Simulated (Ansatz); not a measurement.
Input and output of a self-consistent single point for TaAs (I4_1md, 4 atoms in the cell) (Ansatz, a first-principles code).

Computed with LDA (PW92), PAW files made with PBE (plane waves; Ansatz).

```yaml
crystal:
  lattice:
    - [-1.75212, 1.75212, 5.97122]
    - [1.75212, -1.75212, 5.97122]
    - [1.75212, 1.75212, -5.97122]
  atoms:
    - { symbol: Ta, position: [0.49997, 0.99997, 0.50000] }
    - { symbol: Ta, position: [0.74997, 0.74997, 0.00000] }
    - { symbol: As, position: [0.08263, 0.58263, 0.50000] }
    - { symbol: As, position: [0.33263, 0.33263, 0.00000] }
```

Reference input (self-consistent single point, DFT, LDA (PW92), plane waves, PAW files made with PBE): kpoints.mp_grid.grid = 7 7 7; hamiltonian.xc = lda; hamiltonian.pseudopotentials = {kind: paw} (an earlier, softer set of the program's PAW files); scf.occupations.method = methfessel_paxton; scf.occupations.width = 0.1 eV. This run's input differs from it in these lines:

Ansatz 0.2 input:
```diff
@@ -16,3 +16,3 @@
 scf:
-  occupations: { method: methfessel_paxton, width: 0.1 eV }
+  occupations: { method: methfessel_paxton, width: 0.5 eV }
 output:
```

Log, with long lists cut:

```
SCF iter   1: F=—  HF=-28916.701730 eV  |F-HF|=—  |Δ(HF+E_count)|=         —  Δρ=3.96e-2  dr2=1.32e0  ethr=3.10e-3  ⟨swp⟩=5.0  Hψ=4763  notcnv=0
all-band conjugate gradients solve this SCF's bands
preconditioner: auto → Kerker (q_TF=auto, 2.608 Å⁻¹)
SCF iter   2: F=—  HF=-28916.407889 eV  |F-HF|=—  |Δ(HF+E_count)|=   2.94e-1  S|Δr|=    0.00e0  Δρ=2.36e-2  dr2=4.73e-1  ethr=2.35e-3  ⟨swp⟩=1.5  Hψ=1793  notcnv=0  defer=4
   [... lines left out ...]
SCF iter   6: F=—  HF=-28916.242442 eV  |F-HF|=—  |Δ(HF+E_count)|=   4.44e-5  S|Δr|=    0.00e0  Δρ=1.04e-4  dr2=8.45e-6  ethr=3.69e-7  ⟨swp⟩=2.0  Hψ=1827  notcnv=0  defer=4
SCF iter   7: F=—  HF=-28916.242441 eV  |F-HF|=—  |Δ(HF+E_count)|=   5.18e-7  S|Δr|=    0.00e0  Δρ=1.95e-5  dr2=2.35e-7  ethr=1.51e-8  ⟨swp⟩=2.0  Hψ=2482  notcnv=0  defer=11
SCF iter   8: F=-28916.242441 eV  HF=-28916.242441 eV  |F-HF|=6.85e-9  |Δ(HF+E_count)|=   3.96e-8  S|Δr|=    0.00e0  Δρ=3.31e-6  dr2=1.04e-8  ethr=1.79e-10  ⟨swp⟩=6.1  Hψ=6149  notcnv=0
SCF 1 converged in 8 iterations: F = -28916.242441 eV  dr2 = 1.04e-8
Stability not checked (fill_not_monotonic)
Free energy (F): -28916.242441 eV
Internal energy: -28916.295526 eV  (E = F + TS)
E sigma→0 (E₀):  -28916.255712 eV
Entropy (-TS):   0.053085 eV (13.271 meV/atom)
Fermi energy:    15.244270 eV
--- Forces (eV/Å), atoms counted from 1 ---
  atom   1  Ta     0.00000000     0.00000000    -0.00291539
  atom   2  Ta    -0.00000000     0.00000000    -0.00291539
  atom   3  As     0.00000000    -0.00000000     0.00291265
  atom   4  As     0.00000000     0.00000000     0.00291265
--- Stress (GPa, compression-positive) ---
      -15.776579      -0.000000      -0.000000
       -0.000000     -15.776579      -0.000000
       -0.000000      -0.000000     -14.542011
  P = ⅓ Tr σ = -15.3651 GPa (-153.651 kbar)
  The stress holds the Pulay correction. Without it, at fixed plane waves, as pw.x and ABINIT print it: P = -15.3936 GPa
```

The run converged in 8 iterations. Against the reference run the free energy rises by 2.3 meV/atom, the pressure goes from -15.24 to -15.37 GPa and the largest force stays at 0.003 eV/Å.

The starting cell comes from a database of computed structures (which also holds hypothetical and non-ambient phases and stackings), without a prior relaxation at this level. Its lattice was rescaled by a random factor within 2.5 % of one. Spin polarisation is off. With a pressure of about -15 GPa the cell is away from its equilibrium volume at this level. Ansatz's pressure includes its estimate of the finite-basis (Pulay) stress.
